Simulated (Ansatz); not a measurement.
Input and output of a zone-centre phonon calculation for VS (P6_3/mmc, 4 atoms in the cell) (Ansatz, an electronic-structure program).

Level of theory: LDA (PW92), default PAW files made with PBE (plane waves; Ansatz).

```
VS
1.0
    3.16029     0.00000     0.00000
   -1.58014     2.73689     0.00000
    0.00000     0.00000     6.10875
V S
2 2
Cartesian
  0.00000   0.00000   0.00000
  0.00000   0.00000   3.05437
  1.58015   0.91230   1.52719
  0.00000   1.82460   4.58156
```

Reference input (self-consistent single point, DFT, LDA (PW92), plane waves, default PAW files made with PBE): basis.ecutwfc = 30.9 Ry; kpoints.mp_grid.grid = 12 12 6; hamiltonian.xc = lda; hamiltonian.pseudopotentials = {kind: paw} (the program's default PAW files); scf.occupations.method = fermi_dirac; scf.occupations.width = 0.0073 Ry. This run's input differs from it in these lines:

Ansatz 0.2 input:
```diff
@@ -12,3 +12,3 @@
 basis:
-  ecutwfc: 30.9 Ry
+  ecutwfc: 46.3 Ry
 kpoints:
@@ -20,6 +20,4 @@
   occupations: { method: fermi_dirac, width: 0.0073 Ry }
-output:
-  forces: true
-  eigenvalues: true
-  stress: true
+phonons:
+  method: dfpt
```

Output, abridged:

```
SCF iter   1: F=—  HF=-7464.331849 eV  |F-HF|=—  |Δ(HF+E_count)|=         —  Δρ=7.05e-3  dr2=1.33e-2  ethr=1.77e-3  ⟨swp⟩=5.0  Hψ=49930  notcnv=0
all-band conjugate gradients solve this SCF's bands
automatic band count: the SCF goes on with 27 bands, as 23 were too few: the levels above may hold too much charge
preconditioner: auto → Kerker (q_TF=auto, 2.582 Å⁻¹)
SCF iter   2: F=—  HF=-7464.329278 eV  |F-HF|=—  |Δ(HF+E_count)|=   2.57e-3  Δρ=4.02e-3  dr2=5.59e-3  ethr=3.50e-5  ⟨swp⟩=1.2  Hψ=8578  notcnv=0
   [... lines left out ...]
SCF iter   6: F=—  HF=-7464.327746 eV  |F-HF|=—  |Δ(HF+E_count)|=   2.04e-5  Δρ=1.33e-5  dr2=8.33e-8  ethr=1.77e-9  ⟨swp⟩=2.4  Hψ=9580  notcnv=0
SCF iter   7: F=—  HF=-7464.327746 eV  |F-HF|=—  |Δ(HF+E_count)|=   1.92e-8  Δρ=4.48e-6  dr2=7.91e-9  ethr=2.19e-10  ⟨swp⟩=2.9  Hψ=11883  notcnv=0
SCF iter   8: F=—  HF=-7464.327746 eV  |F-HF|=—  |Δ(HF+E_count)|=   1.01e-9  Δρ=6.62e-7  dr2=1.23e-10  ethr=2.08e-11  ⟨swp⟩=3.0  Hψ=11265  notcnv=0
SCF iter   9: F=-7464.327746 eV  HF=-7464.327746 eV  |F-HF|=2.73e-12  |Δ(HF+E_count)|=  3.09e-11  Δρ=1.00e-7  dr2=4.43e-12  ethr=1.00e-12  ⟨swp⟩=5.4  Hψ=24962  notcnv=0
SCF 1 converged in 9 iterations: F = -7464.327746 eV  dr2 = 4.43e-12
DFPT response loops at Γ: preconditioner auto → Kerker (q_TF=auto, 2.582 Å⁻¹) (partly filled bands, converged f_vac=0.000) …
Free energy (F): -7464.327746 eV
Internal energy: -7464.226170 eV  (E = F + TS)
E sigma→0 (E₀):  -7464.276958 eV
Entropy (-TS):   -0.101576 eV (-25.394 meV/atom)
Fermi energy:    15.197850 eV
--- Phonons (Γ-DFPT): 4 representative perturbations + reference, on 242 of 864 k-points (Σ response iterations 12) ---
  k mesh reduced under 2 symmetry operations, with k and −k counted as one. Each operation leaves every solved perturbation unchanged …
  ASR residual: 1.628e-3 → 0.000e0 eV/Å²; symmetrization residual: 1.599e-5 eV/Å²
  ASR residual per site (eV/Å²): 1.63e-3 1.63e-3 3.70e-5 3.70e-5
  Γ frequencies (cm⁻¹): 0.00 0.00 0.00 189.50 189.50 251.95 281.39 309.25 309.25 314.29 314.29 381.12
  non-analytic LO–TO correction: not included (Born effective charges unavailable; polar crystals: no LO–TO splitting at Γ)
```

The run converged in 9 iterations. 

Summary of the result:
* **Free energy E − TS (on the zero of these files)**: -7464.3277 eV
* **Fermi level (on the code's own zero)**: 15.20 eV
* **Zone-centre frequencies (cm⁻¹; negative means imaginary)**: 0, 0, 0, 190, 190, 252, 281, 309, 309, 314, 314, 381

The starting cell comes from a database of computed structures (which also holds hypothetical and non-ambient phases and stackings), without a prior relaxation at this level. Its lattice was rescaled by up to half a per cent. Spin polarisation is off, so a magnetic state, if there is one, cannot be reached.

Cost on one core of a shared machine: roughly 5 min.
